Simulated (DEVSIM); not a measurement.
Device: illuminated Si p-on-n cell, one wavelength, with a back-surface field, at 300 K.

Layer 1 from the left is Si, thickness (μm) 0.760, Na (cm⁻³) 8.1e17, τn (s) 8.2e-7, τp (s) 8.8e-8, absorption coefficient (cm⁻¹) 1800. Layer 2 from the left is Si, thickness (μm) 22.0, Nd (cm⁻³) 2.1e17, τn (s) 6.3e-6, τp (s) 6.3e-6, absorption coefficient (cm⁻¹) 1800. Layer 3 from the left is Si, thickness (μm) 0.150, Nd (cm⁻³) 2.8e18, τn (s) 6.3e-6, τp (s) 6.3e-6, absorption coefficient (cm⁻¹) 1800.

Left contact: ohmic, minority electron recombination velocity 300 cm/s. Right contact: ohmic, minority hole recombination velocity 2e6 cm/s. Voltage is applied to the left contact. Recombination: SRH at mid-gap, radiative, Auger. Light enters at the left, 2e18 photons cm⁻² s⁻¹, one pass, no reflection. Mobility is μmin + (μ − μmin)/(1 + (N/Nref)^α).

This is a model device: material constants are rounded textbook-type values typed into the input, and sizes, dopings and lifetimes were drawn at random. Values at 300 K.

Si: gap (eV) 1.124, affinity (eV) 4.05, permittivity 11.7, Nc (cm⁻³) 2.86e19, Nv (cm⁻³) 3.1e19, μn (cm²/Vs) 1417, μp (cm²/Vs) 470, μn,min 52, μp,min 45, Nref,n 9.7e16, Nref,p 2.2e17, αn 0.68, αp 0.72, B (cm³/s) 4.7e-15, Cn (cm⁶/s) 2.8e-31, Cp (cm⁶/s) 9.9e-32.

Model (solved in DEVSIM): 1D drift-diffusion, Boltzmann statistics, complete ionisation; no tunnelling, impact ionisation, image-force lowering or self-heating.

Dark forward current:

| |V| (V) | |J| (A/cm²) |
|---|---|
| 0.05 | 1.312e-10 |
| 0.10 | 4.675e-10 |
| 0.15 | 1.416e-9 |
| 0.20 | 4.299e-9 |
| 0.25 | 1.421e-8 |
| 0.30 | 5.525e-8 |
| 0.35 | 2.631e-7 |
| 0.40 | 1.490e-6 |
| 0.45 | 9.389e-6 |
| 0.50 | 6.237e-5 |
| 0.55 | 0.0004241 |
| 0.60 | 0.002912 |
| 0.65 | 0.02008 |
| 0.70 | 0.1386 |
| 0.75 | 0.9532 |
| 0.80 | 6.390 |
| 0.85 | 38.21 |
| 0.90 | 180.7 |
| 0.95 | 686.6 |
| 1.00 | 2212 |

Work out the local ideality factor n = ΔV / (kT/q · ln(J2/J1)) between the rows 0.15 and 0.20 V, 0.65 and 0.70 V, 0.95 and 1.00 V.

kT/q = 25.85 mV. From 0.15 to 0.20 V: ln(4.299e-9/1.416e-9) = 1.111, n = 1.74. From 0.65 to 0.70 V: ln(0.1386/0.02008) = 1.932, n = 1.00, near the 1 of diffusion or emission over a barrier. From 0.95 to 1.00 V: ln(2212/686.6) = 1.170, n = 1.65.

What current could the absorbed light give at most, and what share is collected?

Σ αd = 4.12, so qΦ(1 − exp(−Σ αd)) = 315 mA/cm². The simulated short-circuit current is 262.6 mA/cm², a share of 0.83.

Estimate the open-circuit voltage by superposition: the voltage at which the dark current equals that short-circuit current.

Interpolating ln J in the table gives 0.717 V. The simulation gives 0.717 V, the same within the digits that matter. Superposition holds where collection doesn't change with voltage.

Estimate the fill factor from FF0 = (v − ln(v + 0.72))/(v + 1), v = qVoc/(nkT), with n from the dark curve.

The rows about Voc, 0.70 and 0.75 V, give n = 1.00, so v = 27.7 and FF0 = 0.848. The simulation gives 0.849, the same within the digits that matter.
